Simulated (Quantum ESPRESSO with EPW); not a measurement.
InP: phonon-limited electron drift mobility along x at 300 K against the coarse meshes from which the couplings are interpolated (Quantum ESPRESSO with EPW, LDA, PseudoDojo 0.4 norm-conserving potentials with their local tails restored to the Coulomb form, DFPT electron-phonon coupling, iterative Boltzmann equation). Each run picks its fine mesh from its own bands, so these can differ.

```
InP
1.0
    0.00000     2.91148     2.91148
    2.91148     0.00000     2.91148
    2.91148     2.91148     0.00000
In P
1 1
Direct
  0.00000   0.00000   0.00000
  0.25000   0.25000   0.25000
```

```csv
coarse k,coarse q,fine mesh,Wannier miss near the edge (meV),μ (cm²/(V·s)),move from a fine mesh of 0.7 the divisions,against the last row
6×6×6,3×3×3,170×170×170,89,1480,2 %,-59 %
8×8×8,4×4×4,180×180×180,74,2330,2 %,-36 %
12×12×12,4×4×4,224×224×224,48,3620,3 %,-
```

The last step in the coarse meshes, 8×8×8/4×4×4 to 12×12×12/4×4×4, moves the value by 36 %, and the fine meshes of those two rows move it by up to 3 %. The coarse meshes are the larger error, and the last row is the best estimate here, not a limit. The row farthest off, 6×6×6/3×3×3 (-59 %), also has the largest Wannier miss.

Dilute carriers, scattering by harmonic phonons alone, dynamical quadrupoles left out; computed gap 0.59 eV. Spin-orbit coupling is left out. Leaving out quadrupoles slows convergence with the coarse q mesh and, in piezoelectric crystals, misstates scattering by acoustic modes, which can move the mobility by tens of per cent or more, whatever the mesh. Geometry: relaxed with this functional.
